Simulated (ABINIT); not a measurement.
ABINIT run on Mg2Sn (P6_3/mmc, 6 atoms in the cell): self-consistent single point.

Method: PBEsol, norm-conserving pseudopotentials (PseudoDojo nc-sr-04 PBEsol standard) (plane waves; ABINIT 10.0.3).

The change in words: lattice scaled by 0.98. Reference geometry:
```
Mg2Sn
1.0
    5.05842     0.00000     0.00000
   -2.52921     4.38072     0.00000
    0.00000     0.00000     6.27391
Mg Sn
4 2
Direct
  0.00000   0.00000   0.00000
  0.00000   0.00000   0.50000
  0.66667   0.33333   0.25000
  0.33333   0.66667   0.75000
  0.66667   0.33333   0.75000
  0.33333   0.66667   0.25000
```

Reference input (self-consistent single point, DFT, PBEsol, plane waves, norm-conserving pseudopotentials (PseudoDojo nc-sr-04 PBEsol standard)): pseudos = [Mg.upf, Sn.upf]; ecut = 42 Ha; ixc = -116133; occopt = 7; tsmear = 0.00367493 Ha; ngkpt = 5 5 4; nshiftk = 1; shiftk = 0 0 0; potentials = PseudoDojo nc-sr-04 PBEsol standard; nband = 43; kptopt = 1; nstep = 80. This run's input differs from it in these lines:

```diff
@@ -3,6 +3,6 @@
 pseudos "Mg.upf, Sn.upf"
-acell 9.5590281800 9.5590281800 11.8559716306
+acell 9.3678484308 9.3678484308 11.6188525759
 rprim
-         1.0000000000    0.0000000059    0.0000000000
-        -0.5000000051    0.8660254008    0.0000000000
+         1.0000000000    0.0000000045    0.0000000000
+        -0.5000000039    0.8660254016    0.0000000000
          0.0000000000    0.0000000000    1.0000000000
```

Output, abridged:

```
--- !BeginCycle
solver: {iscf: 7, nstep: 80, nline: 4, wfoptalg: 0, }
tolerances: {toldfe: 1.00E-09, }
...

     iter   Etot(hartree)      deltaE(h)  residm     vres2
 ETOT  1  -393.73103627941    -3.937E+02 4.178E-01 8.436E+01
 ETOT  2  -394.56898668933    -8.380E-01 2.252E-02 2.321E+01
 ETOT  3  -394.57139917393    -2.412E-03 3.327E-03 9.811E-01
 ETOT  4  -394.57163069240    -2.315E-04 8.743E-04 1.346E-02
 ETOT  5  -394.57163127156    -5.792E-07 5.774E-04 2.287E-03
 ETOT  6  -394.57163147852    -2.070E-07 2.858E-04 8.570E-05
 ETOT  7  -394.57163148972    -1.120E-08 1.467E-04 5.641E-07
 ETOT  8  -394.57163148980    -8.396E-11 8.657E-05 1.197E-08
 ETOT  9  -394.57163148980     3.638E-12 5.963E-05 1.430E-09
 At SCF step    9, etot is converged :
  for the second time, diff in etot=  3.638E-12 < toldfe=  1.000E-09

 Cartesian components of stress tensor (hartree/bohr^3)
  sigma(1 1)= -4.72722843E-05  sigma(3 2)=  0.00000000E+00
  sigma(2 2)= -4.72722862E-05  sigma(3 1)=  0.00000000E+00
  sigma(3 3)= -7.74009547E-05  sigma(2 1)=  4.24697365E-14

 ----iterations are completed or convergence reached----

 reduced coordinates (array xred) for    6 atoms
       0.000000000000      0.000000000000      0.000000000000
       0.000000000000      0.000000000000      0.500000000000
       0.666666666667      0.333333333333      0.250000000000
       0.333333333333      0.666666666667      0.750000000000
       0.666666666667      0.333333333333      0.750000000000
       0.333333333333      0.666666666667      0.250000000000
   [... lines left out ...]
 Fermi (or HOMO) energy (hartree) =   0.16412   Average Vxc (hartree)=  -0.36491
   [... lines left out ...]
total_energy        : -3.94571631489800E+02
total_energy_eV     : -1.07368401247354E+04
band_energy         : -6.72855864714940E+01
...

-Cartesian components of stress tensor (GPa)         [Pressure=  1.6863E+00 GPa]
- sigma(1 1)= -1.39079839E+00  sigma(3 2)=  0.00000000E+00
- sigma(2 2)= -1.39079844E+00  sigma(3 1)=  0.00000000E+00
- sigma(3 3)= -2.27721432E+00  sigma(2 1)=  1.24950258E-09

 Calculation completed.
```

The run converged in 9 iterations. Against the reference run the free energy rises by 1.7 meV/atom and the pressure goes from -1.18 to 1.69 GPa.

The starting cell comes from a database of computed structures (which also holds hypothetical and non-ambient phases and stackings), without a prior relaxation at this level. For this run, on top of that: lattice scaled by 0.98.

Cost on one core of a shared machine: roughly 3 min.
